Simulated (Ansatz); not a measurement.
O on the (0001) surface of wurtzite GaN (2x2 Ga adatom at T4; a constructed slab, bottom: 3 H on 4 bottom sites), one in a cell of 36 Å², started at the site 'over Ga at depth 1.7 Å #2'

Host crystal: wurtzite GaN, with a band gap (PBE, scalar-relativistic without spin-orbit coupling).

Method: PBE (plane waves to 420 eV, PAW; Ansatz, an electronic-structure program).

Model: 45-atom slab, 13.9 Å thick at the start with caps and adatoms under the adsorbate (thin: gaps and levels are the slab's own), 4x4x1 mesh, Fermi-Dirac 0.01 eV, dipole correction, 23 atoms held, the rest relaxed; no symmetry held; spin-polarised, no spin-orbit, no U, no dispersion correction. Its gap by band count is narrow, 0.06 eV on this mesh, and the smearing reaches across it. The starting moment vanished. At the end it is bonded to 2 Ga. In PBE it is, or lies within 0.03 eV of, the lowest of the starts that converged.

```json
{
  "adsorption energy against ½ O2(g)": "-3.02 eV",
  "change_of_the_step_from_the_bottom_to_the_top_vacuum_level_against_the_clean_slab": "0.50 eV",
  "energy_released_by_relaxation": "2.04 eV",
  "height of the binding atom over the mean of the host atoms within 0.3 Å of the top one": "-0.073 Å",
  "nearest_host_atoms_of_the_binding_atom": "Ga at 1.84 Å, Ga at 1.85 Å, N at 3.04 Å",
  "largest_move_of_a_host_atom": "0.28 Å",
  "caution": "the clean host was not checked against rearrangement in a larger or rattled cell"
}
```

A negative adsorption energy means that the adsorbate is more stable on the surface than in its reference.
